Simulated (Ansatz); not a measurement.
The (110) surface of zinc-blende MgTe (a metastable polymorph) in its 1x1 cell (cut with top plane Mg + Te, bottom plane Mg + Te), outermost plane spacing 2.30 Å in the ideal cut

Method: PBE (plane waves to 420 eV, PAW; Ansatz, a quantum-chemistry and plane-wave program).

Slab: 12 atoms, Mg6Te6, 11.5 Å thick at the start; k 6x4x1, smearing 0.025 eV, dipole-corrected; all atoms relaxed; start symmetry kept, larger cells not searched; no spin, no spin-orbit, no U.

| Item | Result |
|---|---|
| surface energy (mean of both faces) | 0.31 J/m^2 |
| surface energy before relaxation | 0.51 J/m² |
| ionisation potential (bulk valence edge below the top vacuum level) | 6.05 eV |
| gap of the slab on its k-mesh | 2.47 eV |
| highest filled level below the top vacuum level | 5.83 eV |
| energy released by relaxation | 0.74 eV |
| cost | about 6 core-minutes (a rough figure) |
